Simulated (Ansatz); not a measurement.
# O on the P site (chalcopyrite ZnGeP2 host)

Computed with PBE, PAW (plane waves to 420 eV; Ansatz, a quantum-chemistry and plane-wave program). The supercell holds 64 host sites (2×2×1 repeats of a cell of 16 atoms), with a 2×2×2 shifted k-point sampling for the final energies. Site at the start: the P site. Charged cells carry a point-charge image correction with potential alignment at far atoms. Dielectric constants: PBE linear response of the host. Host gap at this level: 1.14 eV. A cell of this size leaves errors of a few tenths of an eV. PBE underestimates the host's gap, which shifts levels and can delocalise carriers. Spin–orbit coupling is left out. Each state is the lowest found from its start.

Charges with a result: +1, 0, −1. Others weren't obtained, and one of them could lie lower, also by skipping a charge.

| charge | moment (μB) | largest move off a lattice site (Å) | image correction with alignment (eV) |
|---|---|---|---|
| +1 | not spin-polarised | 0.58 | 0.01 |
| 0† | quenched | 0.46 | 0.00 |
| −1 | not spin-polarised | 0.78 | 0.21 |

† Not settled in this cell, so no level is given: charge 0: a level filled in part.

Starting moments that weren't kept: charge 0 began with 1 μB and ended with 0.0.

Flagged in the runs: a host whose relaxation on this sampling wasn't shown to rest, a strain field that reaches the edge of the cell.

All states together cost very roughly 2.5 core-hours.
